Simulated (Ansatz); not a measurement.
Cost and result by functional for the adsorption energy of CH3 on the (100) surface of germanium (p(2x2) alternately buckled dimers; a constructed slab, bottom: dihydride, held), one in a cell of 66 Å², started at the site 'top Ge #2', in Ansatz (plane waves, PAW). Single points on the PBE structure, on one kind of machine; costs are rough ratios of the slab run's core time (references not counted) to the cheapest single point. r2SCAN's cost holds its higher cutoff (500 against 420 eV). Differences are taken against r2SCAN for comparison alone: no measured value is at hand, so the table doesn't rank accuracy.

Slab: 44 atoms, 11.3 Å thick at the start with caps and adatoms under the adsorbate (thin: gaps and levels are the slab's own); k 3x3x1, smearing 0.01 eV, dipole-corrected; 24 atoms held, the rest relaxed; held to the start's symmetry, so lower structures may exist; spin-polarised, ending with about 0.3 μB a cell, a value that depends on the mesh; orders that need a larger cell were not tried, no spin-orbit, no U, no dispersion correction. The slab shows no gap over 0.04 eV on its mesh. At the end it is bonded to Ge. In PBE it is, or lies within 0.03 eV of, the lowest of the starts that converged. These notes are the PBE run's. r2SCAN: The program's check for a lower electronic state was not made. Adsorption energies are against CH4(g) − ½ H2(g). A negative adsorption energy means that the adsorbate is more stable on the surface than in its reference.

| functional | relative cost | adsorption energy (eV) | less r2SCAN (eV) |
|---|---|---|---|
| RPBE | 1 | 0.36 | 0.19 |
| r2SCAN | 2 | 0.17 | 0.00 |
| PBE (the relaxed run's value) | – | 0.27 | 0.10 |

The values span 0.19 eV, while the single points' costs differ by a factor of roughly 2. Differences are of unrounded values.

Ansatz is a quantum-chemistry and plane-wave program.
